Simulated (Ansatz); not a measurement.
CsCl-type AgZn was calculated with PBEsol (PAW; Ansatz, a quantum-chemistry and plane-wave program).

Numerical settings: plane-wave cutoff 520 eV, 18×18×18 k mesh, Fermi–Dirac smearing 0.05 eV, no spin polarisation, scalar-relativistic PAW data made under PBE.

Cell (relaxed at this level):

```xyz
2
Lattice="3.1175 0.0000 0.0000 0.0000 3.1175 0.0000 0.0000 0.0000 3.1175" Properties=species:S:1:pos:R:3 pbc="T T T"
Zn     1.5588     1.5588     1.5588
Ag     0.0000     0.0000     0.0000
```

Estimate the bulk modulus that the calculation returns.


* **bulk modulus**: 116 GPa

The run finds no gap.

Note: the bulk modulus is −V dP/dV from two relaxed cells at ±2 % in volume.

Static lattice: no zero-point or thermal effects.

The result took around 90 core-seconds (rough).
